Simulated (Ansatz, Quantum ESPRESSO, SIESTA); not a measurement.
GaN (P6_3mc, 4 atoms in the cell) computed with different codes at matched settings

Self-consistent single point.

```xyz
4
Lattice="3.1376 0.0000 0.0000 -1.5688 2.7172 0.0000 0.0000 0.0000 5.1088" Properties=species:S:1:pos:R:3 pbc="T T T"
Ga     1.5688     0.9057     2.5497
Ga     0.0000     1.8115     5.1041
N      1.5688     0.9057     4.4749
N      0.0000     1.8115     1.9205
```

Shared settings, as Ansatz (a first-principles code) writes them: kpoints.mp_grid.grid = 6 6 4; magnetization.spin_orbit = true; scf.occupations.method = fermi_dirac; scf.occupations.width = 0.05 eV. Potentials and cutoffs stand in the table.

```tsv
code	model	pressure (GPa)	largest force (eV/Å)	gap on the mesh (eV)	cutoff
SIESTA	GGA PBE with spin-orbit coupling, numerical atomic orbitals DZP, PseudoDojo PBE fully relativistic norm-conserving potentials (rewritten from UPF to PSML)	–	0.026	2.300	grid 400 Ry
Ansatz	PBE with spin-orbit coupling, PAW files	15.33	0.016	2.223	default
Quantum ESPRESSO	PBE, spin-orbit coupling, PseudoDojo fully relativistic norm-conserving (PBE) pseudopotentials	16.00	0.017	2.269	85 Ry
```

Size of the force on each atom (eV/Å): Sizes of forces hide their directions.

| code | Ga1 | Ga2 | N3 | N4 |
|---|---|---|---|---|
| SIESTA | 0.024 | 0.024 | 0.026 | 0.026 |
| Ansatz | 0.016 | 0.016 | 0.016 | 0.016 |
| Quantum ESPRESSO | 0.017 | 0.017 | 0.017 | 0.017 |

A dash marks a value that a program does not give, or that is left out as unsure.

Gaps are read on the mesh.

The spread over the programs that give each value: pressure within 0.67 GPa; largest force within 0.010 eV/Å; gap on the mesh within 0.077 eV.

SIESTA uses small atom-centred bases, whose incompleteness enters pressures, forces and empty levels differently from a plane-wave cutoff. Ansatz's pressure is given at a fixed set of plane waves, as the other plane-wave codes print theirs; with its correction for the finite basis it is 15.66 GPa (the shift of 0.32 GPa shows how far the cutoff is from converged).

The starting cell comes from a database of computed structures (which also holds hypothetical and non-ambient phases and stackings), without a prior relaxation at this level. Its lattice was rescaled by a random factor within 2.5 % of one.

Keys are those of Ansatz 0.2.
